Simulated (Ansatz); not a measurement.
The starting structures come from a database of crystals and need not be the phases stable at ambient conditions.

 Where the default PAW files enter, the runs use the earlier of Ansatz's two default sets.

The decay constant κ of evanescent states in the gap governs leakage through a thin film.

Given:

```xyz
12
Lattice="5.0745 0.0000 0.0000 0.0000 6.2107 0.0000 0.0000 3.0919 7.1841" Properties=species:S:1:pos:R:3 pbc="T T T"
Ag     4.8322     5.0172     0.7050
Ag     0.2424     4.2854     6.4790
Ag     2.2949     5.8448     2.8870
Ag     2.7796     3.4578     4.2971
P      3.0143     7.0092     6.5788
P      2.0603     2.2934     0.6053
P      0.4770     6.9447     4.1973
P      4.5975     2.3579     2.9868
P      1.1654     3.5552     2.1579
P      3.9091     5.7474     5.0262
P      3.7027     1.0961     1.4342
P      1.3718     8.2065     5.7499
```

Space group of this cell: P2_1/c. The cell is taken as given; by PBEsol its mean pressure is -2.0 GPa.

Transport runs along the normal of the first two printed cell vectors.

The gap is the functional's own, uncorrected, and κ follows it; spin-orbit coupling is left out. Mid-gap values are interpolated between the computed energies.

Task: Compute, with PBEsol run with Ansatz (a first-principles code), the band gap and the smallest decay constant κ at mid-gap.

Result: Gap 0.60 eV on a 6×6×4 mesh; κ = 0.100 1/Å, at (0.000, 0.500) of the in-plane reciprocal vectors. At the zone centre, at the nearest computed energy, the slowest state has κ = 0.14 1/Å.
